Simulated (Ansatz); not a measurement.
Base system: BiB in the zinc blende structure (space group F-43m, No. 216; a = 5.456 Å; a hypothetical phase, not in the database extracts checked). Axes: x, y, z lie along the cube axes.

Perturbation: strain tensor (xx, yy, zz, yz, xz, xy) = (+1.53, −1.96, +0.81, −1.08, +1.68, −0.42) %; the atoms relax in the strained cell.

Levels (all Ansatz, a first-principles code, PAW): PBEsol (420 eV, no spin-orbit coupling); r2SCAN (500 eV, scalar-relativistic without spin-orbit coupling).

The geometry is relaxed with PBEsol.

| Property | Value |
|---|---|
| PBEsol gap character | absent |
| PBEsol pressure | -0.2 GPa |
| PBEsol band gap | zero |

Problem. What does r2SCAN give at this geometry for the gap character, pressure and band gap?

Solution. The gap character goes from absent to indirect, Γ → R; the pressure rises by 1.6 GPa, from -0.2 GPa to 1.4 GPa; the band gap becomes 0.11 eV (PBEsol: zero).

Single points use the geometry relaxed with PBEsol. Their cutoffs differ, which shifts pressures a little. With Bi present, leaving out spin-orbit coupling can change the band edges. Whether these cells are dynamically stable was not tested. The final runs are not spin-polarised. The zero or small gap of BiB under strain tensor (xx, yy, zz, yz, xz, xy) = (+1.53, −1.96, +0.81, −1.08, +1.68, −0.42) % can change with the level of theory. Labels are those of the standard path for the cell's own space group.
